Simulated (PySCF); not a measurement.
PySCF 2.14.0, PBE/def2-svpd, df: Sr(Cl)(OH) ([OH][Sr][Cl]), 4 atoms. The geometry is a generated start, not checked to be a minimum at this level.

- task: energy
- method: pbe
- basis: def2-svpd
- two-electron scheme: density fitting
- mol.max_memory: 3000 MB
- mf.max_cycle: 100
- mf.init_guess: minao (default)
- mf.DIIS: CDIIS (default)
- mf.diis_space: 8 (default)
- mf.conv_tol: 1e-09 (default)
- mf.grids.level: 3 (default)
- effective core potentials: those of the basis set, past Kr
- basis functions: 84
- grid points: 64680

```xyz
4

Sr     0.2735    -0.5044    -0.9870
Cl     1.4853     1.6715    -1.3001
O     -0.6749    -0.3161     0.8038
H     -1.0839    -0.8510     1.4833
```

One run each on 2 threads, 1 BLAS thread. Values of level_shift (Hartree) tried: 0 (default), 0.1, 0.3, 1.

Q: Which value of level_shift (Hartree) needs the fewest Fock builds, and what happens away from it?

A: Fewest Fock builds, within one of each other: 0 (default) with 14, 0.1 with 14. The count rises to 48 at 1. All converge to one solution.

```csv
level_shift (Hartree),Fock builds,end
0 (default),14,same solution
0.1,14,same solution
0.3,23,same solution
1,48,same solution
```
